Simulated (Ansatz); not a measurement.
DyAu₂ (I4/mmm, No. 139) was calculated with LDA (Ansatz, a first-principles code, plane waves, PAW).

Run with plane-wave cutoff 500 eV, 20×20×20 k mesh, Fermi–Dirac smearing 0.1 eV, spin-polarised start, scalar-relativistic PAW data made under PBE.

Computed at the level's own relaxed cell.

Question: Estimate the equilibrium volume per atom, lattice parameter a and lattice parameter c that the calculation returns.

Answer: 
- equilibrium volume per atom: 19.67 Å³/atom
- lattice parameter a: 3.643 Å
- lattice parameter c: 8.893 Å

The run finds no gap.

Note: the magnetic order was assumed, not searched for or taken from measurement; the 4f shell is treated without U or exact exchange, so its levels and filling can be wrong.

Spin–orbit coupling is not included; it can shift volumes and moduli of such heavy elements.

The computed numbers hold no vibrational or temperature effects.

Computing time: roughly 19 core-minutes.
